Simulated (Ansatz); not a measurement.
A short convergence ladder for Zn₂SeS (P-4m2, 4 atoms in the cell)

```xyz
4
Lattice="3.9210 0.0000 0.0000 0.0000 3.9210 0.0000 0.0000 0.0000 5.5387" Properties=species:S:1:pos:R:3 pbc="T T T"
Zn     1.9605     0.0000     4.2263
Zn     0.0000     1.9605     1.3123
Se     0.0000     0.0000     2.7693
S      1.9605     1.9605     0.0000
```

Base method: LDA (PW92), default PAW files made with PBE (plane waves; Ansatz, a first-principles code).

Base settings: basis.ecutwfc = 420 eV; kpoints.mp_grid.grid = 6 6 5; hamiltonian.xc = lda; hamiltonian.pseudopotentials = {kind: paw} (the program's default PAW files); scf.occupations.method = fixed.

Core times come from one kind of shared machine, to one figure; runs under 30 s give none.

**Zone-centre phonons against the cutoff**

In this ladder: phonons.method = dfpt; phonons.dielectric = true; phonons.rigid_motions = translations.

The mesh stays at the base's, so the ladder's end is converged at best in this setting alone.

Frequencies are those of the unrelaxed cell, without the LO-TO term of polar crystals.

Only quantities that move along the ladder and can be compared are tabulated.

ε∞ and Born charges come from denser meshes that the program picks itself.

```tsv
basis.ecutwfc	highest zone-centre frequency (cm⁻¹)	lowest optical frequency (cm⁻¹)	largest Born charge (mean of the diagonal) (e)	mean ε∞	core time / last (rough)
210 eV	280.9	70.4	2.197	6.816	1
295 eV	270.1	84.0	2.169	6.930	0.7
355 eV	271.0	84.6	2.163	6.940	0.8
420 eV	270.9	84.9	2.163	6.941	1
```

Coarsest basis.ecutwfc that holds the mean ε∞ within 0.02 of the last step, with all finer ones: 295 eV; the step before is off by 0.12.

Coarsest basis.ecutwfc that holds the lowest optical frequency within 2 cm⁻¹ of the last step, with all finer ones: 295 eV; the step before is off by 15 cm⁻¹.

Coarsest basis.ecutwfc that holds the highest zone-centre frequency within 1 cm⁻¹ of the last step, with all finer ones: 295 eV; the step before is off by 10 cm⁻¹.

On the base run: the starting cell comes from a database of computed structures (which also holds hypothetical and non-ambient phases and stackings), without a prior relaxation at this level. Its lattice was rescaled by up to half a per cent. In the base run, with a pressure of about -4 GPa the cell is away from its equilibrium volume at this level.

Keys are those of Ansatz 0.2.
